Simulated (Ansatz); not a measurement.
**Response to strain in HfN**

The parent structure is HfN in the rock salt structure (space group Fm-3m, No. 225; a = 4.468 Å; relaxed with 0.1 eV smearing).

Strains are applied to the cell and any free atomic positions relax.

Calculations: LDA in Ansatz (plane waves to 420 eV, PAW, scalar-relativistic without spin-orbit coupling).

Notes on the quantities. energy relative to the base: free energy F.

```
change                    energy relative to the base   pressure  volume per atom
------------------------  ---------------------------  ---------  ---------------
base                                       0 meV/atom    0.0 GPa         11.15 Å³
isotropic strain −3.00 %                 +94 meV/atom   33.4 GPa         10.18 Å³
isotropic strain −2.50 %                 +64 meV/atom   26.9 GPa         10.34 Å³
isotropic strain −2.00 %                 +40 meV/atom   20.8 GPa         10.50 Å³
isotropic strain −1.50 %                 +22 meV/atom   15.0 GPa         10.66 Å³
isotropic strain −0.50 %                +2.4 meV/atom    4.7 GPa         10.99 Å³
isotropic strain +0.50 %                +2.3 meV/atom   -4.4 GPa         11.32 Å³
isotropic strain +1.50 %                 +20 meV/atom  -12.2 GPa         11.66 Å³
isotropic strain +2.00 %                          [?]        [?]         11.83 Å³
isotropic strain +2.50 %                 +54 meV/atom  -19.1 GPa         12.01 Å³
```

Q: Complete the table.

A: 
- isotropic strain +2.00 %, energy relative to the base: +35 meV/atom
- isotropic strain +2.00 %, pressure: -15.8 GPa

No phonon test of stability was made. The final runs are not spin-polarised. An odd electron count without spin: HfN.

Ansatz is a program for electronic structure.
